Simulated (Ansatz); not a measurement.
Data:

```
CELL_PARAMETERS angstrom
      0.00000     2.65381     2.65381
      2.65381     0.00000     2.65381
      2.65381     2.65381     0.00000
ATOMIC_POSITIONS crystal
  Hf 0.00000 0.00000 0.00000
  O  0.25000 0.25000 0.25000
  O  0.75000 0.75000 0.75000
```

No spin polarisation.

Computed with Ansatz (an electronic-structure program) PBE, without spin-orbit coupling. k-mesh 11×11×11 (Γ-centred); smearing 0.05 eV (Fermi–Dirac).

Predict the width of the top valence band.

1.67 eV.

What is the computed electron mass?

1.4 mₑ along k, 0.80 mₑ across (at X).

Estimate the gap character.

Direct at X.

What band gap does the calculation give?

3.44 eV.

Spin-orbit coupling, missing from the scalar runs, can matter with Hf. The cells carry an imposed strain or load. Masses are band curvatures over ±0.01 Å⁻¹ around the edge. Along k means along the line from Γ to the band edge. No phonon test of stability was made. The cell was made from HfO₂ in the fluorite structure (space group Fm-3m, No. 225) by this change: isotropic strain +4.12 %. This is not the structure that HfO2 has at room temperature and ambient pressure.
